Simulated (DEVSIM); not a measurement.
Structure: abrupt Si n-p junction, at 250 K.

Layer 1 from the left is Si, thickness (μm) 22.0, Nd (cm⁻³) 1.2e17, τn (s) 2.8e-6, τp (s) 2.8e-6. Layer 2 from the left is Si, thickness (μm) 2.20, Na (cm⁻³) 7.3e17, τn (s) 2.8e-6, τp (s) 2.8e-6.

Left contact: ohmic. Right contact: ohmic. Voltage is applied to the left contact. Recombination: SRH at mid-gap, radiative, Auger. Mobility is μmin + (μ − μmin)/(1 + (N/Nref)^α).

The device is made up for the run: typed textbook-type constants, with dimensions and the other settings drawn at random. Values at 300 K; Nc and Nv go as T^1.5, mobilities as T to minus their exponent, the gap by Varshni's rule with the affinity fixed.

Si: gap (eV) 1.124, affinity (eV) 4.05, permittivity 11.7, Nc (cm⁻³) 2.86e19, Nv (cm⁻³) 3.1e19, μn (cm²/Vs) 1417, μp (cm²/Vs) 470, μn,min 52, μp,min 45, Nref,n 9.7e16, Nref,p 2.2e17, αn 0.68, αp 0.72, T exponent of μn 2.3, T exponent of μp 2.2, B (cm³/s) 4.7e-15, Cn (cm⁶/s) 2.8e-31, Cp (cm⁶/s) 9.9e-32, Varshni α (eV/K) 0.000473, Varshni β (K) 636.

DEVSIM, 1D drift-diffusion, Boltzmann statistics, complete ionisation; no tunnelling, impact ionisation, image-force lowering or self-heating.

Dark forward current:

```tsv
|V| (V)	|J| (A/cm²)
0.05	3.052e-12
0.10	1.240e-11
0.15	4.307e-11
0.20	1.454e-10
0.25	4.926e-10
0.30	1.723e-9
0.35	6.575e-9
0.40	3.032e-8
0.45	1.859e-7
0.50	1.479e-6
0.55	1.365e-5
0.60	0.0001342
0.65	0.001349
0.70	0.01368
0.75	0.1390
0.80	1.408
0.85	13.70
0.90	104.9
0.95	469.8
1.00	1301
1.05	2685
```

Task: Work out the local ideality factor n = ΔV / (kT/q · ln(J2/J1)) between the rows 0.10 and 0.15 V, 0.70 and 0.75 V, 1.00 and 1.05 V.

Result: kT/q = 21.54 mV. From 0.10 to 0.15 V: ln(4.307e-11/1.240e-11) = 1.245, n = 1.86, near the 2 of recombination in the depletion region. From 0.70 to 0.75 V: ln(0.1390/0.01368) = 2.319, n = 1.00, near the 1 of diffusion or emission over a barrier. From 1.00 to 1.05 V: ln(2685/1301) = 0.725, n = 3.20.

Task: Estimate the current at 0.65 V from the Shockley equation with J0 = Σ q ni² D/(N L) coth(W/L), τ joining the SRH, radiative and Auger lifetimes that are on, and W taken as the whole layer.

Result: ni² = 6.36e15 cm⁻⁶; holes in the n layer: μ = 453 cm²/Vs, D = 9.75 cm²/s, τ = 2.76e-6 s, L = 51.9 μm, W/L = 0.42, term 3.99e-17 A/cm²; electrons in the p layer: μ = 499 cm²/Vs, D = 10.7 cm²/s, τ = 2.42e-6 s, L = 51.0 μm, W/L = 0.043, term 6.82e-17 A/cm². J0 = 1.08e-16 A/cm², and J = J0 exp(qV/kT) = 0.00138 A/cm². The simulation gives 0.00135 A/cm²; the estimate lies 2.2 % above. The estimate leaves out recombination in the depletion region and that region's share of W.
